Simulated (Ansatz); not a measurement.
Where the default PAW files enter, the runs use the earlier of Ansatz's two default sets.

Tunnelling through a barrier is set by its complex band structure: the current falls as exp(−2κd) with the smallest κ.

Input:

```xyz
8
Lattice="6.5289 0.0000 0.0000 0.0000 15.9609 0.0000 3.2645 0.0000 1.8847" Properties=species:S:1:pos:R:3 pbc="T T T"
Ga     4.3526     2.7680     0.0000
Ga     2.1763    13.1929     0.0000
Ga     2.1763    10.7485     0.0000
Ga     4.3526     5.2124     0.0000
Se     4.3526     9.5701     0.0000
Se     2.1763     6.3909     0.0000
Se     2.1763     1.5896     0.0000
Se     4.3526    14.3713     0.0000
```

Space group of this cell: P6_3/mmc. The cell was relaxed by PBE-D3(BJ); by PBEsol its mean pressure is -0.8 GPa.

Transport runs along the normal of the first two printed cell vectors, the (110) plane of the conventional cell.

No gap correction and no spin-orbit coupling; mid-gap values are interpolated between computed energies.

Question: State the band gap and the smallest decay constant κ at mid-gap according to PBEsol run with Ansatz (a quantum-chemistry and plane-wave program).

Answer: Gap 0.76 eV on a 16×2×16 mesh; κ = 0.094 1/Å, at the zone centre.
